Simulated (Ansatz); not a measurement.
System: Ru (model structure, I4/mmm, No. 139, 1 atoms in the cell). Method: LDA in Ansatz (PAW).

Numerical settings: plane-wave cutoff 520 eV, 26×26×26 k mesh, Fermi–Dirac smearing 0.05 eV, no spin polarisation, scalar-relativistic PAW data made under PBE.

Cell (relaxed at this level):

```xyz
1
Lattice="-1.5862 1.5862 1.3435 1.5862 -1.5862 1.3435 1.5862 1.5862 -1.3435" Properties=species:S:1:pos:R:3 pbc="T T T"
Ru     0.0000     0.0000     0.0000
```

**Question.** Give the computed bulk modulus B0.

**Answer.** 
- bulk modulus B0: 329 GPa

Note: the run has no spin polarisation, so it can have missed a magnetic state; the bulk modulus is −V dP/dV from two relaxed cells at ±2 % in volume; the relaxation could raise the start's symmetry but not lower it, so the cell can be a saddle point.

It cost about 60 core-seconds (a rough figure) of CPU time.

A model structure was made by putting elements into a prototype or built by hand; it is no filed structure, need not be a known phase, and can be a saddle point held by its symmetry.

Ansatz is a program for electronic structure.
